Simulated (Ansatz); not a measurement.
MgO (model structure, started from the CsCl type, Pm-3m, No. 221, 2 atoms in the cell; like a known high-pressure phase) was calculated with LDA (Ansatz, a first-principles code, PAW).

Run with plane-wave cutoff 520 eV, 14×14×14 k mesh, scalar-relativistic PAW data made under PBE.

Computed at the level's own relaxed cell.

```
CELL_PARAMETERS angstrom
      2.59819     0.00000     0.00000
      0.00000     2.59819     0.00000
      0.00000     0.00000     2.59819
ATOMIC_POSITIONS crystal
  Mg 0.00000 0.00000 0.00000
  O  0.50000 0.50000 0.50000
```

Problem. Give the elastic tensor (Voigt notation, GPa, ions relaxed, in the Cartesian axes of the cell as printed).

Solution. 
```
  623.9   -68.7   -68.7     0.0     0.0     0.0
  -68.7   623.9   -68.7     0.0     0.0     0.0
  -68.7   -68.7   623.9     0.0     0.0     0.0
    0.0     0.0     0.0   -58.1     0.0     0.0
    0.0     0.0     0.0     0.0   -58.1     0.0
    0.0     0.0     0.0     0.0     0.0   -58.1
```

Computed values are for the static lattice.

A model structure was made by putting elements into a prototype or built by hand; it is no filed structure, need not be a known phase, and can be a saddle point held by its symmetry.
